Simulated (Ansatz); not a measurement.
Results of r²SCAN-D4 in Ansatz (plane waves, PAW) for PrSi (Pnma, No. 62; cell taken from a computed entry).

Settings: plane-wave cutoff 500 eV, 6×10×8 k mesh (along the axes of the cell as run), Fermi–Dirac smearing 0.05 eV, spin-polarised start, scalar-relativistic PAW data made under PBE.

Computed at the level's own relaxed cell.

**Question.** Predict the volume per atom.

**Answer.** 
* **volume per atom**: 24.44 Å³/atom

Note: the magnetic order was assumed, not searched for or taken from measurement; the relaxation could not lower the start's symmetry, so the cell can be a saddle point above a distorted one; the 4f shell is treated without U or exact exchange, so its levels and filling can be wrong.

Spin–orbit coupling is not included.

Static lattice: no zero-point or thermal effects.

The result took about 40 core-minutes (a rough figure).

Ansatz is an electronic-structure program.
